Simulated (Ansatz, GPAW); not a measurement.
**One structure in several programs: GaNi (Pm-3m, 2 atoms in the cell)**

Relaxation of cell and atoms.

```
GaNi
1.0
    2.88305     0.00000     0.00000
    0.00000     2.88305     0.00000
    0.00000     0.00000     2.88305
Ga Ni
1 1
Cartesian
  0.00000   0.00000   0.00000
  1.44152   1.44152   1.44152
```

Shared settings, as Ansatz (a quantum-chemistry and plane-wave program) writes them: kpoints.mp_grid.grid = 9 9 9; scf.occupations.method = gaussian; scf.occupations.width = 0.136 eV. Potentials and cutoffs stand in the table.

| code | model | final volume (Å³/atom) | cutoff |
|---|---|---|---|
| Ansatz | PBEsol, PAW files made with PBE | 11.86 | default |
| GPAW | PBEsol, GPAW PAW datasets PBEsol (made by gpaw-setup) | 12.03 | 850 eV |

On Ansatz's run: spin polarisation is off.

The spread over the programs that give each value: final volume within 0.17 Å³/atom.

The programs treat the finite-basis stress differently while the cell relaxes: Ansatz adds an estimate of it.

The starting cell comes from a database of computed structures (which also holds hypothetical and non-ambient phases and stackings), without a prior relaxation at this level. Its lattice was rescaled by a random factor within 2.5 % of one.

Keys are those of Ansatz 0.2.
